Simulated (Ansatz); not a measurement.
Defect migration in zinc-blende GaP: interstitial P, charge state -1. The step: a concerted move, in which P travels most (a rearrangement that moves the defect's centre by under 1 Å); the atom moves 0.58 Å along (-0.07, 0.00, 0.07) of the unit cell; the moving atom starts with neighbours Ga at 2.28, Ga at 2.31; P at 2.14 Å and ends with Ga at 2.28, Ga at 2.31; P at 2.14 Å. A PBE band in Ansatz (plane-wave PAW, one k-point at (0.250, 0.250, 0.250), 64 host sites, 86 SCF runs with any check of the saddle's order, static, no finite-size correction) gives a forward barrier of 0.17 eV. The program found a first-order saddle point. The charge state is imposed; whether it is stable for some Fermi level was not computed. Sites that were not tried may lie lower. The order of the sites in energy changes with the mesh.

Single points at the band's start and saddle point can refine it. Rough cost of one point, in units of the band's mean SCF on the same machine:

```
Level                                                   Cost of one point
------------------------------------------------------  -----------------
PBE, a 2×2×2 k-point mesh shifted by half a step                  about 5
r2SCAN at 500 eV, one k-point at (0.250, 0.250, 0.250)            about 3
```

Question: Which of these move the barrier by more than 0.1 eV, and how far does each move it?

Answer: Not one does. PBE, a 2×2×2 k-point mesh shifted by half a step: -0.02 eV; r2SCAN at 500 eV, one k-point at (0.250, 0.250, 0.250): 0.00 eV. Each functional is compared with PBE at the same k-points.

Ansatz is a first-principles code.
